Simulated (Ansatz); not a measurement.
The starting structures come from a database of crystals and need not be the phases stable at ambient conditions.

Here is the system:

```
K2MgCl4
1.0
    6.96974     0.00000     0.00000
    3.48487     7.80936     0.00000
    3.48487     0.00000     3.48487
K Mg Cl
2 1 4
Direct
  0.64194   0.71612   0.00000
  0.35806   0.28388   0.00000
  0.00000   0.00000   0.00000
  0.83967   0.32066   0.00000
  0.16033   0.67934   0.00000
  0.50000   0.00000   0.50000
  0.00000   0.00000   0.50000
```

Space group of this cell: I4/mmm. The cell is taken as given.

Transport runs along the normal of the first two printed cell vectors, the (110) plane of the conventional cell.

The gap is the functional's own, uncorrected, and κ follows it; spin-orbit coupling is left out. Mid-gap values are interpolated between the computed energies.

Problem. State the band gap and the smallest decay constant κ at mid-gap according to r2SCAN run with Ansatz (a first-principles code).

Solution. Gap 5.70 eV on a 10×10×10 mesh; κ = 0.387 1/Å, at the zone centre.
